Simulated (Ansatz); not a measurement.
Reference: CsH (Pm-3m), r2SCAN, rigid bands (plane waves, PAW, scalar-relativistic; Ansatz, an electronic-structure program); geometry: cell and atoms relaxed with PBEsol.

```
CsH
1.0
    3.72468     0.00000     0.00000
    0.00000     3.72468     0.00000
    0.00000     0.00000     3.72468
Cs H
1 1
Cartesian
  0.00000   0.00000   0.00000
  1.86234   1.86234   1.86234
```

| Item | Result |
|---|---|
| band gap | 3.16 eV |
| electron conductivity mass | 0.54 mₑ |
| hole conductivity mass | 0.54 mₑ |
| Seebeck coefficient, n-type 1e19 cm⁻³ | -320 μV/K |

**Question.** Replace H by Cl on the same sites and relax. What happens?

**Answer.** CsCl (Pm-3m): volume per atom 25.8 to 33.7 Å³; band gap rises (3.16 eV to 5.86 eV); electron conductivity mass rises (0.54 mₑ to 0.61 mₑ); hole conductivity mass rises (0.54 mₑ to 3.2 mₑ); Seebeck coefficient, n-type 1e19 cm⁻³ falls in size (-320 μV/K to -303 μV/K).

Moves up to 5 % count as about the same. Masses are for dilute carriers at 300 K, harmonic means over directions unless an axis is named. Seebeck coefficients are for the stated density at 300 K, with one relaxation time for all states and whether or not that doping can be reached. Spin-orbit coupling is left out.

Computed structure with no diffraction record at hand here (it may be known, metastable or hypothetical): CsH (Pm-3m).
